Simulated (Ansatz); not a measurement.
# GaAl₃As₄ (model structure, P-4m2, No. 115, 8 atoms in the cell)

Method: LDA (PAW; Ansatz, a first-principles code).

Settings: plane-wave cutoff 520 eV, 8×8×4 k mesh (along the axes of the cell as run), Fermi–Dirac smearing 0.01 eV, scalar-relativistic PAW data made under PBE.

Cell (relaxed at this level):

Space group P-4m2 (No. 115); a = 3.9773 Å, b = 3.9773 Å, c = 11.2393 Å, α = 90.00°, β = 90.00°, γ = 90.00°

| atom | site | symmetry | x | y | z |
|---|---|---|---|---|---|
| Ga | 1a | -4m2 | 0.0000 | 0.0000 | 0.0000 |
| As | 2g | 2mm. | 0.5000 | 0.0000 | 0.1246 |
| Al | 2f | 2mm. | 0.5000 | 0.5000 | 0.2494 |
| As | 2g | 2mm. | 0.0000 | 0.5000 | 0.3747 |
| Al | 1d | -4m2 | 0.0000 | 0.0000 | 0.5000 |

For GaAl₃As₄ (model structure, P-4m2, No. 115, 8 atoms in the cell), the band gap is 1.31 eV (on the SCF k mesh) and the bulk modulus B0 is 75.4 GPa.

Note: the bulk modulus is −V dP/dV from two relaxed cells at ±2 % in volume; the relaxation could raise the start's symmetry but not lower it, so the cell can be a saddle point.

Spin–orbit coupling is not included.

Static lattice: no zero-point or thermal effects.

The result took very roughly 100 core-seconds.

A model structure was made by putting elements into a prototype or built by hand; it is no filed structure, need not be a known phase, and can be a saddle point held by its symmetry.
